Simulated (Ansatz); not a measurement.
germanium (0 0 1) on silicon (0 0 1) (film strained to the substrate, started from cuts of the bulks and a machine-learned relaxation; slabs Si12 and Ge8, which can lie off the formulas)

A periodic stack without vacuum, germanium (0 0 1) on silicon (0 0 1) (film strained to the substrate, started from cuts of the bulks and a machine-learned relaxation; slabs Si12 and Ge8, which can lie off the formulas): substrate slab Si12, film Ge8, surface cells [[1, 0], [1, 1]] and [[1, 0], [1, 1]], film strained by -5.0 and -5.0 %, outermost planes Si/Si and Ge/Ge as cut, which need not be the usual terminations and can put a slab off its formula.

The start was prepared with a machine-learned potential, and the result is one local minimum, with the in-plane cell held and forces under 0.04 eV/Å; the film can end far from its bulk form.

Computed with PBE (plane waves to 420 eV, PAW; Ansatz, an electronic-structure program). No spin–orbit coupling; PBE gaps are too small against experiment. Its k-point mesh 6×6×1, Fermi–Dirac width 0.05 eV.

The interface area is 15.0 Å² and the period comes out as 28.26 Å. The heights between the nearest atoms of the two slabs at the two interfaces is 1.42 and 1.42 Å and the Ge–Si contacts across the interfaces within 1.22 times the sum of covalent radii comes out as 4, mean 2.40 Å. The spin-polarised check at this geometry comes out as falls back to no moment.

```xyz
20
Lattice="3.8678 0.0001 0.0216 0.0001 3.8677 -0.0429 -0.1571 0.3147 28.2552" Properties=species:S:1:pos:R:3 pbc="T T T"
Si     0.1450     3.8338     1.9985
Si     2.0864     3.8202     0.6489
Si     2.0640     1.9274     4.7617
Si     0.1378     1.9146     3.3862
Si     0.1147     3.8893     7.4585
Si     2.0561     3.8760     6.1049
Si     2.0337     1.9860    10.2193
Si     0.1073     1.9703     8.8441
Si     0.0860     3.9500    12.9165
Si     2.0273     3.9351    11.5624
Si     2.0056     2.0465    15.6761
Si     0.0791     2.0314    14.3045
Ge     0.0561     0.1518    18.5973
Ge     1.9981     0.1291    17.1182
Ge     1.9745     2.1238    21.5581
Ge     0.0488     2.1033    20.0607
Ge     0.0234     0.2201    24.5421
Ge     1.9660     0.2068    23.0661
Ge     1.9365     2.1857    27.5053
Ge     0.0112     2.1702    26.0051
```
